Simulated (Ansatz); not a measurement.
ZrSe2: pressure series

Take ZrSe₂ in the CdI2 type structure (space group P-3m1, No. 164; a = 3.6619 Å, c = 5.8417 Å; layered, stacked along the Cartesian z axis) as the base.

Cell and atoms are relaxed at each pressure.

All numbers come from PBEsol-D3(BJ)/PAW in Ansatz (a program for electronic structure), no SOC.

| P (GPa) | V (Å³/atom) |
|---|---|
| -2.00 | 23.904 |
| -1.00 | 23.164 |
| 1.80 | 21.836 |
| 4.20 | 21.024 |
| 9.00 | 19.799 |
| 18.00 | 18.168 |
| 29.99 | 16.695 |
| 45.00 | 15.405 |
| 60.00 | 14.503 |

Q: Fit a third-order Birch–Murnaghan equation of state.

A: Least squares on P(V) = (3B₀/2)[(V₀/V)^(7/3) − (V₀/V)^(5/3)]·[1 + (3/4)(B₀′ − 4)((V₀/V)^(2/3) − 1)] gives V₀ = 22.68 Å³/atom, B₀ = 49 GPa and B₀′ = 4.4.

Load acts through the strain it causes; cell and atoms are relaxed under it. Stability against distortions was not tested. Competing high-pressure phases were not computed. All final runs are without spin polarisation.
